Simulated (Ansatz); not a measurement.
We consider AlB2-type MgB₂, described by PBEsol in Ansatz (plane waves, PAW).

Numerical settings: plane-wave cutoff 520 eV, 18×18×12 k mesh (along the axes of the cell as run), Fermi–Dirac smearing 0.1 eV, perturbation theory, force constants from a 6×6×4 q mesh, scalar-relativistic PAW data made under PBE.

Computed at the level's own relaxed cell. Harmonic vibrational thermodynamics at fixed volume:

```csv
T (K),S_vib (J/K per mol of atoms),C_V (J/K per mol of atoms),F_vib (eV/atom)
100,1.22,3.54,0.0893
200,6.09,11.11,0.0857
300,11.65,16.24,0.0765
700,28.65,22.76,-0.0101
800,31.72,23.24,-0.0415
900,34.48,23.58,-0.0758
1000,36.98,23.83,-0.1128
```

The crystal is taken as a harmonic solid at every temperature: melting, phase changes and thermal expansion are not seen, nor the electrons' share in a metal.

Ansatz is a program for electronic structure.
